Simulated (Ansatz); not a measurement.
HfSi2, pressure series

Base system: HfSi$_{2}$ (space group Cmcm, No. 63; a = 3.6828 Å, b = 14.5980 Å, c = 3.6582 Å).

Cell and atoms are relaxed at each pressure.

Calculations: PBE in Ansatz (plane waves to 420 eV, PAW, scalar-relativistic without spin-orbit coupling).

Notes on the quantities. enthalpy: H = E + PV relative to the base's energy.

| change | volume per atom | enthalpy |
|---|---|---|
| base | 16.39 Å³ | – |
| pressure 0.9 GPa | 16.28 Å³ | +0.09 eV/atom |
| pressure 2.1 GPa | 16.13 Å³ | +0.21 eV/atom |
| pressure 4.5 GPa | 15.85 Å³ | +0.45 eV/atom |
| pressure 9 GPa | 15.39 Å³ | +0.89 eV/atom |

Load acts through the strain it causes; cell and atoms are relaxed under it. No phonon test of stability was made. Competing high-pressure phases were not computed. The final runs are not spin-polarised.

Ansatz is a quantum-chemistry and plane-wave program.
